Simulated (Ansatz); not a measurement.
Base system: HgS in the zinc blende structure (space group F-43m, No. 216).

```xyz
2
Lattice="0.0000 2.9060 2.9060 2.9060 0.0000 2.9060 2.9060 2.9060 0.0000" Properties=species:S:1:pos:R:3 pbc="T T T"
Hg     0.0000     0.0000     0.0000
S      1.4530     1.4530     1.4530
```

Cartesian axes are those of the cell as printed.

Method: plane-wave PAW DFT at the LDA level (Ansatz, a program for electronic structure, 420 eV), no spin-orbit coupling.

Base values:

```
Item                                Value
-----------------------------  ----------
Pressure                          0.0 GPa
Shortest interatomic distance  4.756 bohr
Band gap                             zero
```

Now apply this change: compressive biaxial strain of 2.08 % in the plane normal to [111], as in epitaxy on a mismatched substrate; the out-of-plane cell vector and the atoms relax.

**Question.** What happens to the energy relative to the base?

**Answer.** The energy increases by 6.4 meV/atom.

**Question.** What happens to the pressure?

**Answer.** The pressure (mean of the normal stresses, compression positive) goes from zero to 1.3 GPa.

**Question.** How does this affect the shortest interatomic distance?

**Answer.** The shortest interatomic distance drops by 0.0573 bohr to 4.698 bohr.

**Question.** How does this affect the band gap?

**Answer.** The band gap is still zero.

A case with no gap was solved on a k-mesh chosen for an insulator, which is coarse for it. With Hg present, leaving out spin-orbit coupling can change the band edges. Whether these cells are dynamically stable was not tested. The final runs are not spin-polarised. A zero or small gap of HgS can be the functional's error rather than a property of the material.
